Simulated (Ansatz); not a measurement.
For CdO (model structure, started from the PtS type, P4₂/mmc, No. 131, 4 atoms in the cell), PBE in Ansatz (PAW) gives:

```
Quantity                                 Value
------------------------------  --------------
equilibrium lattice constant a         3.355 Å
lattice parameter c                    5.915 Å
formation enthalpy              -0.825 eV/atom
```

**Question.** What does PBE-D3(BJ) (Ansatz, an electronic-structure program, PAW) give for the same quantities?

**Answer.** 
- lattice constant a: 3.314 Å (falls by 1.2 %)
- lattice parameter c: 5.905 Å (drops by 0.2 %)
- formation enthalpy: -0.839 eV/atom (moves by -0.014 eV/atom)

Changes are worked out from the printed values.

Unless a cell is named, each level is at its own relaxed cell (PBE 16.65, PBE-D3(BJ) 16.21 Å³/atom).

Ansatz's density-functional and Hartree–Fock values are scalar-relativistic unless marked +SOC, with PAW data made under PBE.

A model structure was made by putting elements into a prototype or built by hand; it is no filed structure, need not be a known phase, and can be a saddle point held by its symmetry.
